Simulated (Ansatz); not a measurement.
## rock-salt TiN (0 0 1) on silicon (0 0 1), 2 S added to 5 surface sites at each interface (film strained to the substrate, started from cuts of the bulks and a machine-learned relaxation; slabs Si60 and N48Ti48S4, which can lie off the formulas)

A periodic stack without vacuum, rock-salt TiN (0 0 1) on silicon (0 0 1), 2 S added to 5 surface sites at each interface (film strained to the substrate, started from cuts of the bulks and a machine-learned relaxation; slabs Si60 and N48Ti48S4, which can lie off the formulas): substrate slab Si60, film N48Ti48S4, surface cells [[-3, -1], [-1, -2]] and [[0, -2], [4, 2]], film strained by +1.8 and +1.8 %, outermost planes Si/Si and NTi/NTi as cut, which need not be the usual terminations and can put a slab off its formula.

The start was prepared with a machine-learned potential, and the result is one local minimum, with the in-plane cell held and forces under 0.04 eV/Å; the film can end far from its bulk form.

Computed with PBE (plane waves to 420 eV, PAW; Ansatz, a quantum-chemistry and plane-wave program). Scalar-relativistic, without spin–orbit coupling; the runs are not spin-polarised; PBE gaps are too small against experiment. Its k-point mesh 3×3×1, Fermi–Dirac width 0.05 eV.

The interface area is 74.8 Å² and the period comes out as 31.44 Å. The heights between the nearest atoms of the two slabs at the two interfaces is 0.49 and 0.61 Å and the Si–Ti contacts across the interfaces within 1.22 times the sum of covalent radii is 7, mean 2.95 Å. The S–Si contacts across the interfaces within 1.22 times the sum of covalent radii comes out as 6, mean 2.22 Å and the estimate of the barrier comes out as withheld, since the Fermi level falls at or inside a band of the host, which a slab this thin can't settle.

```yaml
crystal:
  lattice:
    - [8.64854, -0.00110, -0.07087]
    - [-0.00125, 8.64406, -0.28729]
    - [-2.00201, -0.23549, 31.48510]
  atoms:
    - { symbol: Si, position: [0.79525, 0.55588, 0.05550] }
    - { symbol: Si, position: [0.39703, 0.73492, 0.06196] }
    - { symbol: Si, position: [0.60362, 0.14152, 0.05683] }
    - { symbol: Si, position: [0.18250, 0.36985, 0.05621] }
    - { symbol: Si, position: [0.97474, 0.94871, 0.06613] }
    - { symbol: Si, position: [0.54807, 0.58061, 0.01484] }
    - { symbol: Si, position: [0.14700, 0.78785, 0.03187] }
    - { symbol: Si, position: [0.43538, 0.34294, 0.03479] }
    - { symbol: Si, position: [0.01905, 0.54126, 0.01296] }
    - { symbol: Si, position: [0.78246, 0.00942, 0.01129] }
    - { symbol: Si, position: [0.91887, 0.26283, 0.14716] }
    - { symbol: Si, position: [0.52519, 0.45666, 0.14638] }
    - { symbol: Si, position: [0.70564, 0.86394, 0.14881] }
    - { symbol: Si, position: [0.31367, 0.06460, 0.14413] }
    - { symbol: Si, position: [0.10853, 0.65977, 0.14759] }
    - { symbol: Si, position: [0.71729, 0.35522, 0.10041] }
    - { symbol: Si, position: [0.30744, 0.55228, 0.10717] }
    - { symbol: Si, position: [0.50282, 0.95485, 0.10118] }
    - { symbol: Si, position: [0.10284, 0.16571, 0.10078] }
    - { symbol: Si, position: [0.88761, 0.75142, 0.10641] }
    - { symbol: Si, position: [0.83581, 0.57644, 0.23487] }
    - { symbol: Si, position: [0.43366, 0.77353, 0.23363] }
    - { symbol: Si, position: [0.63838, 0.17474, 0.23423] }
    - { symbol: Si, position: [0.23920, 0.37321, 0.23324] }
    - { symbol: Si, position: [0.03932, 0.97465, 0.23336] }
    - { symbol: Si, position: [0.62330, 0.66656, 0.19121] }
    - { symbol: Si, position: [0.22489, 0.87006, 0.18871] }
    - { symbol: Si, position: [0.42978, 0.26522, 0.18946] }
    - { symbol: Si, position: [0.02437, 0.46831, 0.19169] }
    - { symbol: Si, position: [0.82677, 0.06906, 0.19051] }
    - { symbol: Si, position: [0.96077, 0.28789, 0.32067] }
    - { symbol: Si, position: [0.55679, 0.48518, 0.32163] }
    - { symbol: Si, position: [0.76170, 0.89098, 0.32028] }
    - { symbol: Si, position: [0.36006, 0.08684, 0.32106] }
    - { symbol: Si, position: [0.16100, 0.68664, 0.32101] }
    - { symbol: Si, position: [0.74712, 0.38219, 0.27806] }
    - { symbol: Si, position: [0.34732, 0.57937, 0.27730] }
    - { symbol: Si, position: [0.54786, 0.97987, 0.27702] }
    - { symbol: Si, position: [0.14995, 0.18064, 0.27709] }
    - { symbol: Si, position: [0.95107, 0.78291, 0.27744] }
    - { symbol: Si, position: [0.87990, 0.59333, 0.40447] }
    - { symbol: Si, position: [0.48887, 0.80874, 0.40601] }
    - { symbol: Si, position: [0.68426, 0.20099, 0.41209] }
    - { symbol: Si, position: [0.28498, 0.39588, 0.40963] }
    - { symbol: Si, position: [0.07711, 0.00259, 0.40742] }
    - { symbol: Si, position: [0.67188, 0.69582, 0.36228] }
    - { symbol: Si, position: [0.26926, 0.89440, 0.36445] }
    - { symbol: Si, position: [0.47265, 0.28852, 0.36620] }
    - { symbol: Si, position: [0.07715, 0.49124, 0.36418] }
    - { symbol: Si, position: [0.86731, 0.09918, 0.36488] }
    - { symbol: Si, position: [0.99214, 0.31454, 0.49816] }
    - { symbol: Si, position: [0.63971, 0.58037, 0.49800] }
    - { symbol: Si, position: [0.77088, 0.83327, 0.49711] }
    - { symbol: Si, position: [0.40231, 0.12083, 0.49813] }
    - { symbol: Si, position: [0.19883, 0.71430, 0.47684] }
    - { symbol: Si, position: [0.79047, 0.41929, 0.45303] }
    - { symbol: Si, position: [0.41690, 0.60784, 0.44800] }
    - { symbol: Si, position: [0.59655, 0.00239, 0.45589] }
    - { symbol: Si, position: [0.18438, 0.20422, 0.45348] }
    - { symbol: Si, position: [0.96649, 0.80851, 0.44707] }
    - { symbol: N, position: [0.19579, 0.53827, 0.65538] }
    - { symbol: N, position: [0.69468, 0.53823, 0.65390] }
    - { symbol: N, position: [0.44567, 0.78901, 0.65500] }
    - { symbol: N, position: [0.94358, 0.78875, 0.65407] }
    - { symbol: N, position: [0.19576, 0.03789, 0.65453] }
    - { symbol: N, position: [0.69752, 0.03916, 0.65395] }
    - { symbol: N, position: [0.44648, 0.28820, 0.65391] }
    - { symbol: N, position: [0.94640, 0.28907, 0.65358] }
    - { symbol: N, position: [0.42835, 0.53116, 0.58906] }
    - { symbol: N, position: [0.92601, 0.53066, 0.58858] }
    - { symbol: N, position: [0.67332, 0.77955, 0.58899] }
    - { symbol: N, position: [0.17249, 0.77508, 0.59116] }
    - { symbol: N, position: [0.43529, 0.03076, 0.59216] }
    - { symbol: N, position: [0.93218, 0.03085, 0.58809] }
    - { symbol: N, position: [0.67925, 0.27713, 0.58662] }
    - { symbol: N, position: [0.18225, 0.27479, 0.58869] }
    - { symbol: N, position: [0.23094, 0.55858, 0.78904] }
    - { symbol: N, position: [0.73110, 0.55796, 0.78903] }
    - { symbol: N, position: [0.48072, 0.80871, 0.78891] }
    - { symbol: N, position: [0.98047, 0.80810, 0.78894] }
    - { symbol: N, position: [0.23055, 0.05910, 0.78880] }
    - { symbol: N, position: [0.73138, 0.05859, 0.78846] }
    - { symbol: N, position: [0.48146, 0.30870, 0.78880] }
    - { symbol: N, position: [0.98148, 0.30881, 0.78862] }
    - { symbol: N, position: [0.46387, 0.54879, 0.72278] }
    - { symbol: N, position: [0.96283, 0.54905, 0.72234] }
    - { symbol: N, position: [0.71310, 0.79856, 0.72264] }
    - { symbol: N, position: [0.21285, 0.79871, 0.72307] }
    - { symbol: N, position: [0.46395, 0.04866, 0.72306] }
    - { symbol: N, position: [0.96376, 0.04850, 0.72207] }
    - { symbol: N, position: [0.71420, 0.29872, 0.72236] }
    - { symbol: N, position: [0.21401, 0.29908, 0.72266] }
    - { symbol: N, position: [0.26660, 0.58057, 0.92388] }
    - { symbol: N, position: [0.76716, 0.57737, 0.92452] }
    - { symbol: N, position: [0.51419, 0.83056, 0.92351] }
    - { symbol: N, position: [0.00657, 0.82340, 0.92174] }
    - { symbol: N, position: [0.26990, 0.09081, 0.91930] }
    - { symbol: N, position: [0.75915, 0.07399, 0.91908] }
    - { symbol: N, position: [0.51963, 0.32530, 0.92415] }
    - { symbol: N, position: [0.02432, 0.32906, 0.92030] }
    - { symbol: N, position: [0.49969, 0.56846, 0.85739] }
    - { symbol: N, position: [0.99828, 0.56884, 0.85734] }
    - { symbol: N, position: [0.74784, 0.81837, 0.85744] }
    - { symbol: N, position: [0.24827, 0.81912, 0.85736] }
    - { symbol: N, position: [0.49800, 0.06922, 0.85651] }
    - { symbol: N, position: [0.99972, 0.06772, 0.85807] }
    - { symbol: N, position: [0.75014, 0.31738, 0.85722] }
    - { symbol: N, position: [0.25017, 0.32075, 0.85641] }
    - { symbol: Ti, position: [0.44822, 0.53326, 0.65545] }
    - { symbol: Ti, position: [0.94232, 0.53331, 0.65465] }
    - { symbol: Ti, position: [0.69528, 0.78120, 0.65551] }
    - { symbol: Ti, position: [0.19334, 0.78353, 0.65624] }
    - { symbol: Ti, position: [0.44740, 0.04526, 0.65641] }
    - { symbol: Ti, position: [0.94788, 0.04518, 0.65573] }
    - { symbol: Ti, position: [0.69634, 0.29541, 0.65453] }
    - { symbol: Ti, position: [0.19679, 0.29199, 0.65480] }
    - { symbol: Ti, position: [0.18267, 0.53890, 0.59006] }
    - { symbol: Ti, position: [0.66944, 0.52893, 0.58616] }
    - { symbol: Ti, position: [0.43301, 0.78700, 0.59074] }
    - { symbol: Ti, position: [0.91978, 0.77944, 0.58924] }
    - { symbol: Ti, position: [0.17443, 0.01973, 0.59012] }
    - { symbol: Ti, position: [0.68580, 0.02960, 0.59039] }
    - { symbol: Ti, position: [0.42769, 0.26542, 0.58735] }
    - { symbol: Ti, position: [0.93504, 0.27757, 0.58692] }
    - { symbol: Ti, position: [0.48189, 0.55628, 0.78979] }
    - { symbol: Ti, position: [0.98061, 0.55558, 0.78926] }
    - { symbol: Ti, position: [0.72842, 0.80855, 0.78962] }
    - { symbol: Ti, position: [0.23284, 0.80655, 0.78968] }
    - { symbol: Ti, position: [0.47960, 0.06072, 0.78954] }
    - { symbol: Ti, position: [0.98235, 0.06124, 0.78806] }
    - { symbol: Ti, position: [0.72966, 0.30815, 0.78958] }
    - { symbol: Ti, position: [0.23408, 0.31202, 0.78956] }
    - { symbol: Ti, position: [0.21158, 0.55165, 0.72210] }
    - { symbol: Ti, position: [0.71495, 0.55067, 0.72205] }
    - { symbol: Ti, position: [0.46421, 0.80157, 0.72197] }
    - { symbol: Ti, position: [0.96094, 0.80039, 0.72202] }
    - { symbol: Ti, position: [0.21294, 0.04493, 0.72200] }
    - { symbol: Ti, position: [0.71521, 0.04668, 0.72188] }
    - { symbol: Ti, position: [0.46397, 0.29608, 0.72194] }
    - { symbol: Ti, position: [0.96369, 0.29735, 0.72166] }
    - { symbol: Ti, position: [0.52342, 0.57503, 0.92453] }
    - { symbol: Ti, position: [0.00768, 0.57884, 0.92467] }
    - { symbol: Ti, position: [0.75863, 0.83715, 0.92307] }
    - { symbol: Ti, position: [0.27359, 0.82236, 0.92269] }
    - { symbol: Ti, position: [0.51146, 0.08106, 0.91845] }
    - { symbol: Ti, position: [0.02642, 0.07741, 0.93072] }
    - { symbol: Ti, position: [0.76841, 0.31715, 0.92272] }
    - { symbol: Ti, position: [0.26815, 0.33441, 0.91877] }
    - { symbol: Ti, position: [0.24459, 0.57379, 0.85611] }
    - { symbol: Ti, position: [0.75149, 0.56999, 0.85658] }
    - { symbol: Ti, position: [0.49903, 0.81011, 0.85586] }
    - { symbol: Ti, position: [0.99583, 0.81912, 0.85685] }
    - { symbol: Ti, position: [0.23906, 0.06533, 0.85537] }
    - { symbol: Ti, position: [0.75792, 0.06504, 0.85527] }
    - { symbol: Ti, position: [0.50432, 0.32587, 0.85569] }
    - { symbol: Ti, position: [0.99625, 0.31757, 0.85613] }
    - { symbol: S, position: [0.29483, 0.90187, 0.52113] }
    - { symbol: S, position: [0.16352, 0.50862, 0.51372] }
    - { symbol: S, position: [0.22008, 0.95948, 0.98916] }
    - { symbol: S, position: [0.90611, 0.21469, 0.99197] }
```
